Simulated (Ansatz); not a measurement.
AlAs, element substitutions

Base system: AlAs in the zinc blende structure (space group F-43m, No. 216; a = 5.6747 Å).

Each row replaces one element on all its sites; cell and atoms are relaxed.

The values are results of DFT with PBEsol, PAW potentials and a 420 eV plane-wave cutoff in Ansatz (a program for electronic structure), without spin-orbit coupling, not measurements.

**Question.** Only one of these keeps a band gap. Which?
A) As → P
B) As → Ga
C) As → Fe

**Answer.** A, As → P. Computed: As → P: 1.45 eV; As → Fe: zero; As → Ga: zero

Other magnetic orders, which the real material may have, were not ruled out. Stability against distortions was not tested. As relaxed here, AlFe and AlGa are hypothetical phases, not in the database extracts checked.
